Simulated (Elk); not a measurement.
## Input and output of a self-consistent single point for InP (F-43m, 2 atoms in the cell) (Elk)

Level of theory: PBE, all-electron FP-LAPW, Elk's shipped species files, APW+lo basis with extra local orbitals (Elk 10.2.4).

This input was run:

```
tasks
  0

xctype
  20

rgkmax
  7.5

gmaxvr
  14.0

nxlo
  2

lorbcnd
  .true.

rmtscf
  0.96

lmaxi
  2

swidth
  0.000367493

maxscl
  100

avec
    0.0000000000    5.6894343482    5.6894343482
    5.6894343482    0.0000000000    5.6894343482
    5.6894343482    5.6894343482    0.0000000000

sppath
  'species/'

atoms
  2
  'In.in'
  1
  0.0000000000  0.0000000000  0.0000000000    0.0 0.0 0.0
  'P.in'
  1
  0.2500000000  0.2500000000  0.2500000000    0.0 0.0 0.0

ngridk
  5 5 5
```

Output (repeated stretches shortened):

```
│ Elk code version 10.2.4 │

All units are atomic (Hartree, Bohr, etc.)

│ Ground-state run starting from atomic densities │

Lattice vectors :
   0.000000000       5.689434348       5.689434348
   5.689434348       0.000000000       5.689434348
   5.689434348       5.689434348       0.000000000

Unit cell volume      :    368.3301473
Brillouin zone volume :   0.6734453187

Muffin-tin inner radius fraction :   0.1000000000E-01

Nuclei treated as point charges

Species :    1 (In)
 parameters loaded from : In.in
 name : indium
 nuclear charge    :   -49.00000000
 electronic charge :    49.00000000
 atomic mass :    209300.4100
 muffin-tin radius :    2.496000000
 number of radial points in muffin-tin :    597
 atomic positions (lattice), magnetic fields (Cartesian) :
   1 :   0.00000000  0.00000000  0.00000000    0.00000000  0.00000000  0.00000000

Species :    2 (P)
 parameters loaded from : P.in
 name : phosphorus
 nuclear charge    :   -15.00000000
 electronic charge :    15.00000000
 atomic mass :    56461.71226
 muffin-tin radius :    2.112000000
 number of radial points in muffin-tin :    397
 atomic positions (lattice), magnetic fields (Cartesian) :
   1 :   0.25000000  0.25000000  0.25000000    0.00000000  0.00000000  0.00000000

Total number of atoms per unit cell :    2

Spin treatment :
 spin-unpolarised

Number of Bravais lattice symmetries :   48
Number of crystal symmetries         :   24
Crystal has no inversion symmetry
Complex Hermitian eigensolver will be used

k-point grid :      5     5     5
k-point offset :    0.000000000       0.000000000       0.000000000
k-point set is reduced with full crystal symmetry group
Total number of k-points :       14

Muffin-tin radius times maximum |G+k| :    7.500000000
 using average radius
Maximum |G+k| for APW functions       :    3.255208333
Maximum (1/2)|G+k|²                   :    5.298190647
Maximum |G| for potential and density :    14.00000000
 potential will be trimmed for |G| > 2 gkmax
Constant for pseudocharge density :    9
Radial integration step length :    4

G-vector grid sizes :     36    36    36
Number of G-vectors :    16889

Maximum angular momentum used for
 APW functions                      :    8
 outer part of muffin-tin           :    6
 inner part of muffin-tin           :    2

Total nuclear charge    :   -64.00000000
Total core charge       :    40.00000000
Total valence charge    :    24.00000000
Total excess charge     :    0.000000000
Total electronic charge :    64.00000000

Effective Wigner radius, rₛ :    1.111705006

Number of empty states         :    8
Total number of valence states :   20
Total number of core states    :   40

Conduction state local-orbitals added automatically
Total number of local-orbitals :  148

Exchange-correlation functional :     20     0     0
 Perdew-Burke-Ernzerhof, Phys. Rev. Lett. 77, 3865 (1996)
 gradient requirement :    1
 generalised gradient approximation (GGA)

Smearing type :    3
 Fermi-Dirac
Smearing width :   0.3674930000E-03
Effective electronic temperature (K) :    116.0451112

Mixing type :    3
 Broyden mixing, J. Phys. A: Math. Gen. 17, L317 (1984)

Kohn-Sham potential initialised from atomic data

│ Self-consistent loop started │
│ Loop number : 1 │
 total energy                :     -6227.08883798
│ Loop number : 2 │
 total energy                :     -6227.14995618
RMS change in Kohn-Sham potential (target) :   0.3653379192     (  0.1000000000E-05)
Absolute change in total energy (target)   :   0.6111820246E-01 (  0.1000000000E-03)
│ Loop number : 3 │
 total energy                :     -6226.97016493
RMS change in Kohn-Sham potential (target) :   0.3413477621     (  0.1000000000E-05)
Absolute change in total energy (target)   :   0.1645117011     (  0.1000000000E-03)
│ Loop number : 4 │
 total energy                :     -6226.12256877
RMS change in Kohn-Sham potential (target) :   0.1635954833     (  0.1000000000E-05)
Absolute change in total energy (target)   :   0.8887240851     (  0.1000000000E-03)
│ Loop number : 5 │
 total energy                :     -6225.70176659
RMS change in Kohn-Sham potential (target) :   0.5316460386E-01 (  0.1000000000E-05)
Absolute change in total energy (target)   :   0.6429832009     (  0.1000000000E-03)
│ Loop number : 6 │
 total energy                :     -6225.56351687
RMS change in Kohn-Sham potential (target) :   0.1290262778E-01 (  0.1000000000E-05)
Absolute change in total energy (target)   :   0.2989955237     (  0.1000000000E-03)
│ Loop number : 7 │
 total energy                :     -6225.51871287
RMS change in Kohn-Sham potential (target) :   0.7423956036E-03 (  0.1000000000E-05)
Absolute change in total energy (target)   :   0.1195528839     (  0.1000000000E-03)
│ Loop number : 8 │
 total energy                :     -6225.51843103
RMS change in Kohn-Sham potential (target) :   0.4330596065E-03 (  0.1000000000E-05)
Absolute change in total energy (target)   :   0.3017005967E-01 (  0.1000000000E-03)
│ Loop number : 9 │
 total energy                :     -6225.51143597
RMS change in Kohn-Sham potential (target) :   0.1289091517E-03 (  0.1000000000E-05)
Absolute change in total energy (target)   :   0.1453757501E-01 (  0.1000000000E-03)
│ Loop number : 10 │
 total energy                :     -6225.50800842
RMS change in Kohn-Sham potential (target) :   0.3138839892E-04 (  0.1000000000E-05)
Absolute change in total energy (target)   :   0.7061942349E-02 (  0.1000000000E-03)
│ Loop number : 11 │
 total energy                :     -6225.50779981
RMS change in Kohn-Sham potential (target) :   0.4253181715E-05 (  0.1000000000E-05)
Absolute change in total energy (target)   :   0.1974090190E-02 (  0.1000000000E-03)
│ Loop number : 12 │
 total energy                :     -6225.50778597
RMS change in Kohn-Sham potential (target) :   0.1135792572E-05 (  0.1000000000E-05)
Absolute change in total energy (target)   :   0.5073686207E-03 (  0.1000000000E-03)
│ Loop number : 13 │
 total energy                :     -6225.50775236
RMS change in Kohn-Sham potential (target) :   0.6394157102E-06 (  0.1000000000E-05)
Absolute change in total energy (target)   :   0.1604523513E-03 (  0.1000000000E-03)
│ Loop number : 14 │
 total energy                :     -6225.50770883
RMS change in Kohn-Sham potential (target) :   0.7112834952E-07 (  0.1000000000E-05)
Absolute change in total energy (target)   :   0.8364489804E-04 (  0.1000000000E-03)
Convergence targets achieved

│ Loop number : 15 │

Energies :
 Fermi                       :     0.144600397239
 sum of eigenvalues          :     -3735.17647060
 electron kinetic            :      6523.75203490
 core electron kinetic       :      6304.81951051
 Coulomb                     :     -12565.9147766
 Coulomb potential           :     -10020.1282727
 nuclear-nuclear             :     -507.318315173
 electron-nuclear            :     -14097.0646501
 Hartree                     :      2038.46818873
 Madelung                    :     -7555.85064024
 xc potential                :     -238.800232846
 exchange                    :     -180.160535993
 correlation                 :     -3.18443038658
 electron entropic           :    -0.340297793444E-08
 total energy                :     -6225.50770804

Density of states at Fermi energy :   0.2065611988E-02
 (states/Hartree/unit cell)

Estimated indirect band gap :   0.8230659455E-02
 from k-point      1 to k-point      1
Estimated direct band gap   :   0.8230659455E-02
 at k-point      1

Charges :
 core                        :    40.00000000
 valence                     :    24.00000000
 interstitial                :    3.830104748
 muffin-tins (core leakage)
  species :    1 (In)
   atom    1                 :    47.14067673     (  0.2362672866E-03)
  species :    2 (P)
   atom    1                 :    13.02921852     (  0.5117502269E-03)
 total in muffin-tins        :    60.16989525
 total calculated charge     :    63.99519477
 total charge                :    64.00000000
 error                       :   0.4805231240E-02

│ Self-consistent loop stopped │
```

The run converged in 15 iterations. The count includes the last loop, which Elk runs after its targets are met.

The starting cell comes from a database of computed structures (which also holds hypothetical and non-ambient phases and stackings), without a prior relaxation at this level. Its lattice was rescaled by a random factor within 2.5 % of one. Values depend on the basis (sphere radii, cutoffs, local orbitals), which need not be converged.
